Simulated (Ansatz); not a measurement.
A self-consistent single point of ReTc (P3m1, 2 atoms in the cell) with Ansatz (a program for electronic structure).

Method of the run: PBEsol, default PAW files made with PBE (plane waves; Ansatz).

```
CELL_PARAMETERS angstrom
      2.74105     0.00000     0.00000
     -1.37053     2.37382     0.00000
      0.00000     0.00000     4.42695
ATOMIC_POSITIONS crystal
  Tc 0.66667 0.33333 0.01129
  Re 0.00000 0.00000 0.50000
```

Reference input (self-consistent single point, DFT, PBEsol, plane waves, default PAW files made with PBE): basis.ecutwfc = 500 eV; kpoints.mp_grid.grid = 14 14 8; hamiltonian.xc = pbesol; hamiltonian.pseudopotentials = {kind: paw} (the program's default PAW files); scf.occupations.method = fermi_dirac; scf.occupations.width = 0.1 eV. This run's input differs from it in these lines:

Ansatz 0.2 input:
```diff
@@ -11,3 +11,3 @@
 kpoints:
-  mp_grid: { grid: [14, 14, 8] }
+  mp_grid: { grid: [33, 33, 18] }
 hamiltonian:
```

Log, with long lists cut:

```
SCF iter   1: F=—  HF=-16075.643604 eV  |F-HF|=—  |Δ(HF+E_count)|=         —  Δρ=7.82e-2  dr2=3.55e0  ethr=3.10e-3  ⟨swp⟩=5.0  Hψ=136629  notcnv=0
all-band conjugate gradients solve this SCF's bands
preconditioner: auto → none
SCF iter   2: F=—  HF=-16075.304549 eV  |F-HF|=—  |Δ(HF+E_count)|=   3.39e-1  Δρ=5.91e-2  dr2=2.55e0  ethr=3.10e-3  ⟨swp⟩=2.1  Hψ=55642  notcnv=0
   [... lines left out ...]
SCF iter   6: F=—  HF=-16074.970764 eV  |F-HF|=—  |Δ(HF+E_count)|=   5.19e-4  Δρ=9.53e-4  dr2=8.40e-4  ethr=1.06e-5  ⟨swp⟩=1.2  Hψ=38275  notcnv=0
SCF iter   7: F=—  HF=-16074.970595 eV  |F-HF|=—  |Δ(HF+E_count)|=   1.68e-4  Δρ=2.78e-4  dr2=7.16e-5  ethr=2.80e-6  ⟨swp⟩=2.0  Hψ=45008  notcnv=0
SCF iter   8: F=—  HF=-16074.970581 eV  |F-HF|=—  |Δ(HF+E_count)|=   1.48e-5  Δρ=4.11e-5  dr2=1.41e-6  ethr=2.39e-7  ⟨swp⟩=2.0  Hψ=46964  notcnv=0
SCF iter   9: F=-16074.970580 eV  HF=-16074.970580 eV  |F-HF|=5.25e-9  |Δ(HF+E_count)|=   2.65e-7  Δρ=3.41e-6  dr2=6.20e-9  ethr=3.33e-10  ⟨swp⟩=3.1  Hψ=140775  notcnv=0
SCF 1 converged in 9 iterations: F = -16074.970580 eV  dr2 = 6.20e-9
Free energy (F): -16074.970580 eV
Internal energy: -16074.913905 eV  (E = F + TS)
E sigma→0 (E₀):  -16074.942243 eV
Entropy (-TS):   -0.056676 eV (-28.338 meV/atom)
Fermi energy:    23.224962 eV
--- Forces (eV/Å), atoms counted from 1 ---
  atom   1  Tc     0.00000000    -0.00000000    -0.13528316
  atom   2  Re    -0.00000000     0.00000000     0.13524567
--- Stress (GPa, compression-positive) ---
       -1.875453       0.000000      -0.000000
        0.000000      -1.875453       0.000000
       -0.000000       0.000000      -3.280060
  P = ⅓ Tr σ = -2.3437 GPa (-23.437 kbar)
  The stress holds the Pulay correction. Without it, at fixed plane waves, as pw.x and ABINIT print it: P = -2.3764 GPa
```

The run converged in 9 iterations. Against the reference run the free energy hardly moves (within 1 meV/atom), the pressure moves little (-2.35 to -2.34 GPa) and the largest force goes from 0.142 to 0.135 eV/Å.

The starting cell comes from a database of computed structures (which also holds hypothetical and non-ambient phases and stackings), without a prior relaxation at this level. Its lattice was rescaled by up to half a per cent. One atom was moved a little off its site on purpose. Spin polarisation is off. Ansatz's pressure includes its estimate of the finite-basis (Pulay) stress.

Cost on one core of a shared machine: roughly 2 min.
